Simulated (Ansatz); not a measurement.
A zone-centre phonon calculation of Ca (Cmce, 4 atoms in the cell) with Ansatz (an electronic-structure program).

Method: LDA (PW92), default PAW files made with PBE (plane waves; Ansatz).

```xyz
4
Lattice="3.4457 -3.6511 0.0000 3.4457 3.6511 0.0000 0.0000 0.0000 6.9741" Properties=species:S:1:pos:R:3 pbc="T T T"
Ca     3.4457     2.4697     1.3705
Ca     3.4457    -2.4697     5.6036
Ca     3.4457     1.1814     4.8575
Ca     3.4457    -1.1814     2.1166
```

Reference input (self-consistent single point, DFT, LDA (PW92), plane waves, default PAW files made with PBE): basis.ecutwfc = 420 eV; kpoints.mp_grid.grid = 7 7 5; hamiltonian.xc = lda; hamiltonian.pseudopotentials = {kind: paw} (the program's default PAW files); scf.occupations.method = fermi_dirac; scf.occupations.width = 0.1 eV. This run's input differs from it in these lines:

```diff
@@ -19,6 +19,5 @@
   occupations: { method: fermi_dirac, width: 0.1 }
-output:
-  forces: true
-  eigenvalues: true
-  stress: true
+  convergence: { dr2_threshold: 1.0e-03 eV }
+phonons:
+  method: dfpt
```

The program printed (abridged):

```
SCF iter   1: F=—  HF=-7089.331086 eV  |F-HF|=—  |Δ(HF+E_count)|=         —  Δρ=3.68e-3  dr2=1.50e-2  ethr=1.77e-3  ⟨swp⟩=8.4  Hψ=19465  notcnv=0
all-band conjugate gradients solve this SCF's bands
automatic band count: the SCF goes on with 28 bands, as 24 were too few: the levels above may hold too much charge
preconditioner: auto → Kerker (q_TF=auto, 2.132 Å⁻¹)
SCF iter   2: F=—  HF=-7089.331511 eV  |F-HF|=—  |Δ(HF+E_count)|=   4.25e-4  Δρ=2.09e-3  dr2=5.56e-3  ethr=3.74e-5  ⟨swp⟩=2.0  Hψ=2771  notcnv=0
   [... lines left out ...]
SCF iter   4: F=-7089.331462 eV  HF=-7089.331472 eV  |F-HF|=1.01e-5  |Δ(HF+E_count)|=   1.35e-5  Δρ=9.65e-5  dr2=2.72e-5  ethr=1.03e-6  ⟨swp⟩=1.4  Hψ=2074  notcnv=0
iter 5 did not close the SCF: its close was put off for the readings that it lacked (scf_convergence_deferred on its scf_iter line)
SCF iter   5: F=-7089.331467 eV  HF=-7089.331467 eV  |F-HF|=6.44e-8  |Δ(HF+E_count)|=   4.55e-6  Δρ=1.36e-5  dr2=2.54e-7  ethr=6.80e-8  ⟨swp⟩=2.4  Hψ=2908  notcnv=0
SCF iter   6: F=-7089.331467 eV  HF=-7089.331467 eV  |F-HF|=1.55e-8  |Δ(HF+E_count)|=   1.53e-7  Δρ=4.10e-6  dr2=3.39e-8  ethr=6.34e-10  ⟨swp⟩=10.1  Hψ=15354  notcnv=0
SCF 1 converged in 6 iterations: F = -7089.331467 eV  dr2 = 3.39e-8
DFPT response loops at Γ: preconditioner auto → Kerker (q_TF=auto, 2.132 Å⁻¹) (partly filled bands, converged f_vac=0.000) …
Free energy (F): -7089.331467 eV
Internal energy: -7089.147726 eV  (E = F + TS)
E sigma→0 (E₀):  -7089.239597 eV
Entropy (-TS):   -0.183742 eV (-45.935 meV/atom)
Fermi energy:    4.394084 eV
--- Phonons (Γ-DFPT): 3 representative perturbations + reference, on 72 of 245 k-points (Σ response iterations 9) ---
  k mesh reduced under 2 symmetry operations, with k and −k counted as one. Each operation leaves every solved displacement unchanged or reverses it
  ASR residual: 9.718e-4 → 0.000e0 eV/Å²; symmetrization residual: 4.257e-8 eV/Å²
  ASR residual per site (eV/Å²): 9.72e-4 9.72e-4 9.72e-4 9.72e-4
  Γ frequencies (cm⁻¹): -60.48 -55.84 0.00 0.00 0.00 117.66 117.68 126.68 142.10 168.56 170.88 171.87
  non-analytic LO–TO correction: not included (Born effective charges unavailable; polar crystals: no LO–TO splitting at Γ)
```

The run converged in 6 iterations.  The full log also holds: “iter 4 did not close the SCF: its close was put off for the readings that it lacked (scf_convergence_deferred on its scf_iter line)”. The full log also holds: “iter 5 did not close the SCF: its close was put off for the readings that it lacked (scf_convergence_deferred on its scf_iter line)”.

Summary of the result:
* **Free energy E − TS (on the zero of these files)**: -7089.3315 eV
* **Fermi level (on the code's own zero)**: 4.39 eV
* **Zone-centre frequencies (cm⁻¹; negative means imaginary)**: -60, -56, 0, 0, 0, 118, 118, 127, 142, 169, 171, 172

The starting cell comes from a database of computed structures (which also holds hypothetical and non-ambient phases and stackings), without a prior relaxation at this level. Its lattice was rescaled by up to half a per cent.

Cost on one core of a shared machine: roughly 2 min.

Keys are those of Ansatz 0.2.
